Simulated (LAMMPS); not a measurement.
LAMMPS 22 Jul 2025, classical MD, EAM (Cu_mishin1.eam.alloy): Cu, 2916 atoms.

```json
{
 "task": "MD, nve",
 "potential": "EAM, Cu_mishin1.eam.alloy",
 "copies_of_the_repeat_unit": "9×9×9",
 "shape (slab and sphere leave vacuum in the box)": "bulk",
 "steps": "2000",
 "timestep": "2 fs",
 "thermo": "50",
 "newton": "on (default)",
 "atom_modify sort (bins of 2 Å where set)": "1000 (default)",
 "comm_style": "brick (default)",
 "box": "32.5 × 32.5 × 32.5 Å",
 "start": "generated fcc lattice, warmed in an untimed run"
}
```

All runs start from one configuration, warmed at this fixed volume for 1000 steps under a thermostat at 300 K. The run at a skin of 2 Å has a mean temperature of 301 K and a mean pressure of 1.9 GPa.

Each setting ran once; only counts and results are compared.

With neigh_modify every 1 delay 0 check yes, skins of 0.1, 0.3, 0.5, 1, 1.5, 2, 3 Å were run. Further schedules:
- skin 2 Å, every 20 delay 0 check no
- skin 0.3 Å, every 10 delay 0 check yes
- skin 1 Å, every 100 delay 0 check no
- skin 0.3 Å, every 20 delay 0 check no
- skin 1 Å, every 1 delay 10 check yes
- skin 0.3 Å, every 100 delay 0 check no
- skin 2 Å, every 1 delay 10 check yes

A schedule rebuilds too seldom if it shows a dangerous build, rebuilds less often than the check at every step does at that skin, or fails.

### Question
Name the settings that rebuild less often than the motion of the atoms asks.

### Answer
With the check at every step the rebuilds are 625 at 0.1 Å, 217 at 0.3 Å, 129 at 0.5 Å, 52 at 1 Å, 0 at 1.5 Å, 0 at 2 Å, 0 at 3 Å. Too seldom: skin 0.3 Å, every 10 delay 0 check yes; skin 1 Å, every 100 delay 0 check no; skin 0.3 Å, every 20 delay 0 check no; skin 0.3 Å, every 100 delay 0 check no.

| setting | rebuilds | dangerous builds | list entries an atom | change of the total energy (meV/atom) |
|---|---|---|---|---|
| skin 0.1 Å, every 1 delay 0 check yes | 625 | — | 28.9 | under 0.001 |
| skin 0.3 Å, every 1 delay 0 check yes | 217 | — | 36.5 | under 0.001 |
| skin 0.5 Å, every 1 delay 0 check yes | 129 | — | 39.0 | under 0.001 |
| skin 1 Å, every 1 delay 0 check yes | 52 | — | 43.1 | under 0.001 |
| skin 1.5 Å, every 1 delay 0 check yes | 0 | — | 66.7 | under 0.001 |
| skin 2 Å, every 1 delay 0 check yes | 0 | — | 71.2 | under 0.001 |
| skin 3 Å, every 1 delay 0 check yes | 0 | — | 107 | under 0.001 |
| skin 2 Å, every 20 delay 0 check no | 100 | not counted | 71.2 | under 0.001 |
| skin 0.3 Å, every 10 delay 0 check yes | 199 | 198 | 36.5 | under 0.001 |
| skin 1 Å, every 100 delay 0 check no | 20 | not counted | 43.1 | under 0.001 |
| skin 0.3 Å, every 20 delay 0 check no | 100 | not counted | 36.5 | under 0.001 |
| skin 1 Å, every 1 delay 10 check yes | 52 | 0 | 43.1 | under 0.001 |
| skin 0.3 Å, every 100 delay 0 check no | 20 | not counted | 36.5 | +0.0097 |
| skin 2 Å, every 1 delay 10 check yes | 0 | 0 | 71.2 | under 0.001 |

Where the energy changes as in the checked runs, the late rebuilds cost nothing that shows in this run. List entries are as LAMMPS prints them (Ave neighs/atom).
